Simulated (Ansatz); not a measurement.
# AlV2C, response to strain

Start from AlV2C (space group P6_3/mmc, No. 194).

```
AlV2C
1.0
    2.90520     0.00000     0.00000
   -1.45260     2.51598     0.00000
    0.00000     0.00000    13.13458
Al V C
2 4 2
Direct
  0.33333   0.66667   0.75000
  0.66667   0.33333   0.25000
  0.33333   0.66667   0.08521
  0.66667   0.33333   0.58521
  0.66667   0.33333   0.91479
  0.33333   0.66667   0.41479
  0.00000   0.00000   0.00000
  0.00000   0.00000   0.50000
```

Cartesian axes are those of the cell as printed.

Strains are applied to the cell and any free atomic positions relax; under biaxial strain the out-of-plane vector relaxes too.

Computed with PBE/PAW in Ansatz (a first-principles code), no spin-orbit coupling.

Notes on the quantities. energy relative to the base: free energy F.

| change | energy relative to the base | volume per atom |
|---|---|---|
| base | 0 meV/atom | 12.00 Å³ |
| biaxial strain +1.05 %, plane normal [001], relaxed out of plane | – | [?] |
| isotropic strain −3.83 % | +98 meV/atom | 10.67 Å³ |
| isotropic strain −3.15 % | +64 meV/atom | 10.90 Å³ |
| isotropic strain −0.99 % | [?] | 11.65 Å³ |
| isotropic strain −0.78 % | [?] | 11.72 Å³ |
| uniaxial strain ε_zz = +1.61 % | +3.0 meV/atom | 12.19 Å³ |
| uniaxial strain ε_zz = +5.67 % | +35 meV/atom | 12.68 Å³ |

### Question
Complete the table.

### Answer

- biaxial strain +1.05 %, plane normal [001], relaxed out of plane, volume per atom: 12.17 Å³
- isotropic strain −0.99 %, energy relative to the base: +5.9 meV/atom
- isotropic strain −0.78 %, energy relative to the base: +3.6 meV/atom

Without a gap, meshes like the base's 18×18×4 leave anisotropic stresses uncertain by several tenths of a GPa, and small strain energies with them. Whether these cells are dynamically stable was not tested. Seeded moments were not kept for the base. All final runs are without spin polarisation.
